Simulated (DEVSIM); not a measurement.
System: abrupt In0.53Ga0.47As p-n junction, at 350 K.

Layer 1 from the left is In0.53Ga0.47As, thickness (μm) 17.0, Na (cm⁻³) 3.5e17, τn (s) 1.2e-8, τp (s) 1.2e-8. Layer 2 from the left is In0.53Ga0.47As, thickness (μm) 27.0, Nd (cm⁻³) 3.7e16, τn (s) 1.2e-8, τp (s) 1.2e-8.

Left contact: ohmic. Right contact: ohmic. Voltage is applied to the left contact. Recombination: SRH at mid-gap. Mobility is μmin + (μ − μmin)/(1 + (N/Nref)^α).

The device is made up for the run: typed textbook-type constants, with dimensions and the other settings drawn at random. Values at 300 K; Nc and Nv go as T^1.5, mobilities as T to minus their exponent, the gap by Varshni's rule with the affinity fixed.

In0.53Ga0.47As: gap (eV) 0.74, affinity (eV) 4.51, permittivity 13.9, Nc (cm⁻³) 2.1e17, Nv (cm⁻³) 7.7e18, μn (cm²/Vs) 12000, μp (cm²/Vs) 300, μn,min 300, μp,min 10, Nref,n 1.3e17, Nref,p 4.9e17, αn 0.48, αp 0.4, T exponent of μn 1.6, T exponent of μp 1.6, Varshni α (eV/K) 0.00035, Varshni β (K) 190.

Model (solved in DEVSIM): 1D drift-diffusion, Boltzmann statistics, complete ionisation; no tunnelling, impact ionisation, image-force lowering or self-heating.

Task: What does the simulation give for the potential step across the device at zero bias, the largest field in the device at zero bias?

Result: potential step across the device at zero bias 0.565 V; largest field in the device at zero bias 68000 V/cm.
